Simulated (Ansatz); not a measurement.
# Input and output of a self-consistent single point for a (001) slab of Mg (cut from a parent of space group no. 166; 9 atoms in the cell) (Ansatz)

Method: PBEsol, default PAW files made with PBE (plane waves; Ansatz, an electronic-structure program).

Input:

Ansatz 0.2 input:
```yaml
# Mg
crystal:
  lattice:
    - [3.17583400, 0.00000000, 0.00000000]
    - [-1.58791700, 2.75035300, 0.00000000]
    - [0.00000000, 0.00000000, 34.48470000]
  atoms:
    - { symbol: Mg, position: [0.00000000, 0.00000000, 0.72261300] }
    - { symbol: Mg, position: [0.33333300, 0.66666700, 0.64821500] }
    - { symbol: Mg, position: [0.00000000, 0.00000000, 0.57439700] }
    - { symbol: Mg, position: [0.66666700, 0.33333300, 0.27738700] }
    - { symbol: Mg, position: [0.00000000, 0.00000000, 0.20298900] }
    - { symbol: Mg, position: [0.66666700, 0.33333300, 0.79701100] }
    - { symbol: Mg, position: [0.33333300, 0.66666700, 0.49999900] }
    - { symbol: Mg, position: [0.66666700, 0.33333300, 0.42560100] }
    - { symbol: Mg, position: [0.33333300, 0.66666700, 0.35178200] }
basis:
  ecutwfc: 420.0
kpoints:
  mp_grid:
    grid: [9, 9, 1]
hamiltonian:
  xc: pbesol
  pseudopotentials:
    kind: paw
scf:
  occupations:
    method: gaussian
    width: 0.1
output:
  forces: true
  eigenvalues: true
  stress: true
```

Output, abridged:

```
WARN the atoms were moved onto the symmetric positions of the space group found under crystal.symmetry.tolerance 1.0e-5 (fractional …
WARN ansatz: RAYON_NUM_THREADS=1 ignored (pool sized by the plan → 1); use --threads N
Pseudopotentials: kind: paw
Pseudopotential: Mg, paw, valence charge 10
Crystal: 9 atoms, lattice volume = 301.212 Å³
Basis set: ecut = 420 eV, 5911 PW (Γ), exchange–correlation on 48×48×480 points (8 copies of the dense FFT grid, shifted against one another)
Bands: 54, of which v1, the nominal top of the filled ones, is band 45 counted from 1 (44 counted from 0)
Symmetry: 12 space group operations
Space group: P-3m1 (ITA 164), of the structure as read, at distance tolerance 6.7e-5 Å
k-points: 12 of 81
PAW frozen core: Mg, regenerated for the run's functional, and the local potential with it
Initial density: superposition of atomic densities (neutral atoms: chi_scale 0, normalization atom), corrected by the library's trained network
Initial wavefunctions: pseudopotential atomic-orbital guess
Eigensolver: davidson
Functional: x = pbesol(κ = 0.804, μ = 0.12345679012345678), c = pbesol(β = 0.046)
SCF iter   1: F=—  HF=-17207.713914 eV  |F-HF|=—  |Δ(HF+E_count)|=         —  Δρ=1.92e-3  dr2=5.16e-2  ethr=1.77e-3  ⟨swp⟩=12.4  Hψ=3149  notcnv=0  defer=5
all-band conjugate gradients solve this SCF's bands
preconditioner: auto → LDOS
SCF iter   2: F=—  HF=-17207.714193 eV  |F-HF|=—  |Δ(HF+E_count)|=   2.79e-4  Δρ=1.05e-3  dr2=2.36e-2  ethr=5.74e-5  ⟨swp⟩=2.8  Hψ=1280  notcnv=0  defer=11
SCF iter   3: F=—  HF=-17207.711887 eV  |F-HF|=—  |Δ(HF+E_count)|=   2.31e-3  Δρ=1.95e-4  dr2=1.65e-3  ethr=2.62e-5  ⟨swp⟩=1.7  Hψ=666  notcnv=0  defer=11
SCF iter   4: F=—  HF=-17207.711858 eV  |F-HF|=—  |Δ(HF+E_count)|=   2.90e-5  Δρ=9.82e-5  dr2=7.21e-4  ethr=1.84e-6  ⟨swp⟩=1.8  Hψ=649  notcnv=0  defer=11
SCF iter   5: F=—  HF=-17207.711825 eV  |F-HF|=—  |Δ(HF+E_count)|=   3.29e-5  Δρ=3.39e-5  dr2=8.48e-5  ethr=8.01e-7  ⟨swp⟩=1.1  Hψ=619  notcnv=0  defer=11
SCF iter   6: F=—  HF=-17207.711813 eV  |F-HF|=—  |Δ(HF+E_count)|=   1.21e-5  Δρ=8.46e-6  dr2=8.60e-6  ethr=9.42e-8  ⟨swp⟩=1.7  Hψ=675  notcnv=0  defer=9
SCF iter   7: F=—  HF=-17207.711812 eV  |F-HF|=—  |Δ(HF+E_count)|=   3.36e-7  Δρ=1.98e-6  dr2=3.65e-7  ethr=9.55e-9  ⟨swp⟩=1.8  Hψ=674  notcnv=0  defer=8
SCF iter   8: F=-17207.711812 eV  HF=-17207.711812 eV  |F-HF|=1.55e-8  |Δ(HF+E_count)|=   1.18e-8  Δρ=3.58e-7  dr2=1.61e-8  ethr=1.11e-10  ⟨swp⟩=12.8  Hψ=2575  notcnv=0
SCF 1 converged in 8 iterations: F = -17207.711812 eV  dr2 = 1.61e-8
SCF converged after 8 iterations
Free energy (F): -17207.711812 eV
Harris-Foulkes:  -17207.711812 eV  (|F-HF|=1.55e-8)
Internal energy: -17207.695775 eV  (E = F + TS)
E sigma→0 (E₀):  -17207.703793 eV
Entropy (-TS):   -0.016038 eV (-1.782 meV/atom)
Fermi energy:    2.671260 eV
--- Per-component energies (eV) ---
  E_band       = -3466.315439
  E_kinetic    = 673.695702
  E_local      = -68682.499205  (includes V_loc(G=0)·N_el)
  E_nonlocal   = 867.689729
  E_hartree    = 32122.234350
  E_xc         = -252.453360
  E_vxc        = -327.295982  (∫ρ·V_xc dr)
  E_paw        = -2531.680600  (= ΣΔE_a)
  E_vpaw       = -242.399547  (= ΣTr[D̂ρ^β])
  E_aug_tail   = -0.000021  (compensation charges beyond the density's cutoff)
  E_ewald      = 20594.787870
  E_core_change = 0.529760  (= ΣΔE_core)
  E_smearing   = -0.016038  (= −TS)
  E_closure    = -0.000000  (closes the sum)
  Σ components = -17207.711812   (vs F -17207.711812, Δ=0.00e0)
--- Forces (eV/Å), atoms counted from 1 ---
  atom   1  Mg    -0.00000000    -0.00000000    -0.07658098
  atom   2  Mg     0.00000000    -0.00000000     0.00747126
  atom   3  Mg     0.00000000     0.00000000    -0.02562977
  atom   4  Mg     0.00000000     0.00000000     0.07658098
  atom   5  Mg    -0.00000000    -0.00000000    -0.08564359
  atom   6  Mg    -0.00000000     0.00000000     0.08564359
  atom   7  Mg     0.00000000     0.00000000     0.00000000
  atom   8  Mg    -0.00000000    -0.00000000     0.02562977
  atom   9  Mg     0.00000000     0.00000000    -0.00747126
  max |Σ_I F_I| component: 8.67e-18 eV/Å
--- Stress (GPa, compression-positive) ---
       -0.210319       0.000000       0.000000
        0.000000      -0.210319       0.000000
        0.000000       0.000000       0.278487
  P = ⅓ Tr σ = -0.0474 GPa (-0.474 kbar)
  The stress holds the Pulay correction. Without it, at fixed plane waves, as pw.x and ABINIT print it: P = -0.0489 GPa
--- Band table (eV; the first three rows and the last of 12) ---
  k-point 0: bands = ["-73.1379", "-73.1379", "-72.9173", "-72.9172", "-72.8988", "-72.8739", "-72.8739", "-72.8538", "-72.8538", "-40.1060", "-40.1060", "-40.0533", "-40.0533", "-40.0533", "-40.0533", "-39.8671", "-39.8610", "-39.8459", "-39.8459", [...]
  k-point 1: bands = ["-73.1377", "-73.1377", "-72.9170", "-72.9170", "-72.8985", "-72.8737", "-72.8737", "-72.8536", "-72.8536", "-40.1056", "-40.1056", "-40.0563", "-40.0563", "-40.0540", "-40.0540", "-39.8661", "-39.8607", "-39.8492", "-39.8489", [...]
  k-point 2: bands = ["-73.1371", "-73.1371", "-72.9164", "-72.9163", "-72.8979", "-72.8731", "-72.8731", "-72.8530", "-72.8530", "-40.1046", "-40.1046", "-40.0639", "-40.0639", "-40.0559", "-40.0559", "-39.8638", "-39.8603", "-39.8573", "-39.8566", [...]
  k-point 11: bands = ["-73.1356", "-73.1356", "-72.9148", "-72.9148", "-72.8965", "-72.8716", "-72.8716", "-72.8515", "-72.8515", "-40.1023", "-40.1023", "-40.0714", "-40.0714", "-40.0713", "-40.0713", "-39.8663", "-39.8645", "-39.8645", [...]
```

The run converged in 8 iterations.

The starting cell comes from a database of computed structures (which also holds hypothetical and non-ambient phases and stackings), without a prior relaxation at this level. The slab is cut from that crystal, and its faces are unrelaxed. Its lattice was rescaled by up to half a per cent.
